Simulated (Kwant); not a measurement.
Model system: six-terminal Hall bar in a In0.53Ga0.47As two-dimensional gas. Effective mass 0.041 mₑ, grid spacing 5.8 nm, hard walls, nominal width 150 nm (25 grid rows, so walls 150.8 nm apart), one parabolic valley, scattering region 390 nm long along x; energies count from the band bottom; Fermi energy 0.0121 eV. Four side probes 75 nm wide, two on each edge; current runs along x; the sign of the Hall resistance is a convention. Perpendicular field swept from 0.35711 to 7.285 T, also in the leads; orbital effect alone.

Constants are typed, rounded textbook-type inputs, not results; the design itself was drawn at random and stands for no fabricated device.

Kwant, effective-mass tight-binding model on a square grid, one spin, coherent transport at 0 K. Resistances are in h/e².

### Question
How many Landau levels lie under the Fermi energy, and what Hall resistance follows, at 12.1 meV and 0.709 T; 12.1 meV and 2.47 T; 12.1 meV and 4.23 T; 12.1 meV and 5.99 T?

### Answer
ħωc = ħeB/m = 2.82 meV a tesla; levels lie at (n + ½)ħωc. E/ħωc = 6.04 gives 6 levels and h/(6e²) = 0.167; simulated 0.179, off the plateau. E/ħωc = 1.73 gives 2 levels and h/(2e²) = 0.500; simulated 0.500. E/ħωc = 1.01 gives 1 level and h/(1e²) = 1.000; simulated 1.000. E/ħωc = 0.72 gives 1 level and h/(1e²) = 1.000; simulated 1.000. The count is that of a wide sample; where the walls of bar or probes squeeze the orbits, it misses.
